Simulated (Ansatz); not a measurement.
Consider GaSb in the zinc blende structure (space group F-43m, No. 216; a = 6.111 Å). Axes: x, y, z lie along the cube axes.

Level of theory: PBEsol in Ansatz (plane waves to 420 eV, PAW, without spin-orbit coupling).

Before the change:

The pressure is 0.0 GPa.

Now apply this change: uniaxial strain ε_zz = +2.00 %, all other strain components held at zero; the atoms relax in the strained cell.

Q: How does this affect the energy relative to the base and pressure?

A: The energy rises by 2.8 meV/atom; the pressure (mean of the normal stresses, compression positive) goes from zero to -1.0 GPa.

Stability against distortions was not tested. The final runs are not spin-polarised.

Ansatz is a quantum-chemistry and plane-wave program.
